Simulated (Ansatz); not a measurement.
**NbP, pressure series**

The parent structure is NbP (space group I4_1md, No. 109).

```yaml
crystal:
  lattice:
    - [-1.66024, 1.66024, 5.64375]
    - [1.66024, -1.66024, 5.64375]
    - [1.66024, 1.66024, -5.64375]
  atoms:
    - { symbol: Nb, position: [0.99913, 0.99913, 0.00000] }
    - { symbol: Nb, position: [0.74913, 0.24913, 0.50000] }
    - { symbol: P, position: [0.41687, 0.41687, 0.00000] }
    - { symbol: P, position: [0.16687, 0.66687, 0.50000] }
```

Cell and atoms are relaxed at each pressure.

Computed with PBEsol, PAW, 420 eV (Ansatz, a first-principles code; no spin-orbit coupling).

```tsv
P (GPa)	V (Å³/atom)
-1.00	15.635
2.99	15.333
6.99	15.058
14.98	14.574
29.99	13.831
50.00	13.060
74.99	12.312
99.99	11.714
```

Fit a third-order Birch–Murnaghan equation of state.

Least squares on P(V) = (3B₀/2)[(V₀/V)^(7/3) − (V₀/V)^(5/3)]·[1 + (3/4)(B₀′ − 4)((V₀/V)^(2/3) − 1)] gives V₀ = 15.55 Å³/atom, B₀ = 204 GPa and B₀′ = 3.9.

Load acts through the strain it causes; cell and atoms are relaxed under it. Stability against distortions was not tested. Competing high-pressure phases were not computed. The final runs are not spin-polarised.
